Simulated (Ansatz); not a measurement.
Start from ZnCu2SnS4 (space group I-4, No. 82; a = 5.3175 Å, c = 10.6431 Å).

Calculations: plane-wave PAW DFT at the LDA level (Ansatz, a quantum-chemistry and plane-wave program, 420 eV), no SOC.

Base values:

- Valley order: Γ 0.14 eV; X (0, 0, 1/2) 0.49 eV; M (1/2, 1/2, 1/2) 1.15 eV

The change: an isotropic linear strain of −0.75 %; the atoms relax in the strained cell.

**Question.** Estimate the effect on the electron mass, mean gap deformation potential ΔEg/Δln V, valley order and energy relative to the base.

**Answer.** The electron mass is 0.049 mₑ along c, 0.053 mₑ across (at Γ); the mean gap deformation potential ΔEg/Δln V comes out as -2.9 eV; the valley order (the lowest conduction-band minima on the path, energy above the VBM, named in the base's zone) changes from Γ 0.14 eV; X (0, 0, 1/2) 0.49 eV; M (1/2, 1/2, 1/2) 1.15 eV to Γ 0.20 eV; X (0, 0, 1/2) 0.54 eV; M (1/2, 1/2, 1/2) 1.18 eV; the energy increases by 2.7 meV/atom.

Masses are band curvatures over ±0.01 Å⁻¹ around the edge. Whether these cells are dynamically stable was not tested. All final runs are without spin polarisation. A zero or small gap of ZnCu2SnS4 can be the functional's error rather than a property of the material.
